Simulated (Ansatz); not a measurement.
# MoS2, pressure series

Start from MoS₂ in the 3R-MoS2 type structure (space group R3m, No. 160; a = 3.175 Å, c = 18.586 Å (hexagonal axes); layered, stacked along the Cartesian z axis).

Cell and atoms are relaxed at each pressure.

Computed with r2SCAN+rVV10, PAW, 500 eV (Ansatz, a first-principles code; no spin-orbit coupling), earlier PAW set.

Computed cases, in order: pressure −1 GPa; 0 GPa (base); pressure 3 GPa; pressure 7 GPa; pressure 15 GPa; pressure 30 GPa; pressure 50 GPa; pressure 75 GPa; pressure 100 GPa.

Q: Between which two neighbouring cases does the band gap open or close?

A: Between pressure 15 GPa (0.33 eV) and pressure 30 GPa (zero). The whole series: pressure −1 GPa: 1.10 eV; 0 GPa (base): 1.02 eV; pressure 3 GPa: 0.80 eV; pressure 7 GPa: 0.61 eV; pressure 15 GPa: 0.33 eV; pressure 30 GPa: zero; pressure 50 GPa: zero; pressure 75 GPa: zero; pressure 100 GPa: zero.

A case with no gap was solved on a k-mesh chosen for an insulator, which is coarse for it. Load acts through the strain it causes; cell and atoms are relaxed under it. No phonon test of stability was made. Competing high-pressure phases were not computed. The final runs are not spin-polarised. The zero or small gap of MoS2 under pressure 30 GPa and MoS2 under pressure 50 GPa can change with the level of theory.
